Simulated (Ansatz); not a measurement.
Base system: BaTiO3 in the cubic perovskite structure (space group Pm-3m, No. 221).

```
BaTiO3
1.0
    4.01946     0.00000     0.00000
    0.00000     4.01946     0.00000
    0.00000     0.00000     4.01946
Ba Ti O
1 1 3
Direct
  0.00000   0.00000   0.00000
  0.50000   0.50000   0.50000
  0.00000   0.50000   0.50000
  0.50000   0.50000   0.00000
  0.50000   0.00000   0.50000
```

Method: PBE in Ansatz (plane waves to 420 eV, PAW, no SOC), earlier PAW set.

For the base:

| Property | Result |
|---|---|
| Gap character | indirect, R → Γ |
| Smallest direct gap | 1.90 eV |
| Pressure | 0.00 GPa |

Perturbation: an isotropic linear strain of −2.03 %, atoms relaxed at fixed cell.

Problem. Predict the new energy relative to the base.

Solution. The energy grows by 26 meV/atom.

Problem. What happens to the gap character?

Solution. The gap character stays indirect, R → Γ.

Problem. What does the calculation give for the smallest direct gap after the change?

Solution. The smallest direct gap goes up by 0.06 eV, from 1.90 eV to 1.96 eV.

Problem. What happens to the pressure?

Solution. The pressure goes from zero to 11.51 GPa.

No phonon test of stability was made. All final runs are without spin polarisation. Many cubic perovskites are stable only at high temperature; tilts and polar distortions were not tested. This is not the structure that BaTiO3 has at room temperature and ambient pressure.

Ansatz is an electronic-structure program.
